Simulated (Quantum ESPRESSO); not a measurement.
Troubleshooting Quantum ESPRESSO: a failed run on GeRh (Pnma, 8 atoms in the cell). The aim is a self-consistent single point with DFT, PBEsol, plane waves, GBRV 1.5 ultrasoft (PBESOL) pseudopotentials.

Cell that was meant: a = 5.7000 Å, b = 3.2500 Å, c = 6.4800 Å, α = 90.00°, β = 90.00°, γ = 90.00°.

Part of the input:

```fortran
/
&ELECTRONS
    conv_thr = 1.0d-9
    electron_maxstep = 5
    mixing_beta = 0.3
/
ATOMIC_SPECIES
```

Output (repeated stretches shortened):

```
     Self-consistent Calculation

     iteration #  1     ecut=    50.00 Ry     beta= 0.30

     negative rho (up, down):  2.162E-01 0.000E+00

     total energy              =   -1537.68761609 Ry
     estimated scf accuracy    <       1.25096450 Ry

     iteration #  2     ecut=    50.00 Ry     beta= 0.30

     negative rho (up, down):  2.173E-01 0.000E+00

     total energy              =   -1537.73507445 Ry
     estimated scf accuracy    <       0.20461392 Ry

     iteration #  3     ecut=    50.00 Ry     beta= 0.30

     negative rho (up, down):  2.187E-01 0.000E+00

     total energy              =   -1537.74374156 Ry
     estimated scf accuracy    <       0.03943108 Ry

     iteration #  4     ecut=    50.00 Ry     beta= 0.30

     negative rho (up, down):  2.194E-01 0.000E+00

     total energy              =   -1537.74874700 Ry
     estimated scf accuracy    <       0.00399261 Ry

     iteration #  5     ecut=    50.00 Ry     beta= 0.30

     negative rho (up, down):  2.200E-01 0.000E+00

     total energy              =   -1537.74886699 Ry
     estimated scf accuracy    <       0.00081151 Ry
     End of self-consistent calculation

     convergence NOT achieved after   5 iterations: stopping

   JOB DONE.
```

### Question
Find the mistake and give the fix.

### Answer
The fault is an iteration limit that is too low. The loop is cut before its threshold is met, so whatever is printed at the end is not self-consistent. To fix it, raise the limit, or leave it to the default. The run ended unconverged after 5 iterations.

An input that runs soundly differs in these lines (not the only fix; some lines may just follow from the change or write a value another way):
```diff
-    electron_maxstep = 5
```

With that input, the run converged in 11 iterations: free energy E − TS -20922.1411 eV; Fermi level (on the code's own zero) 16.41 eV; pressure -2.48 GPa; largest force (vector length) 0.244 eV/Å (DFT, PBEsol, plane waves, GBRV 1.5 ultrasoft (PBESOL) pseudopotentials).

On the sound input: the starting cell comes from a database of published, mostly measured structures (it also holds non-ambient and calculated ones), without a prior relaxation at this level. Spin polarisation is off. Without a gap this mesh is coarse (it stands for a supercell whose shortest vector is 13 Å).
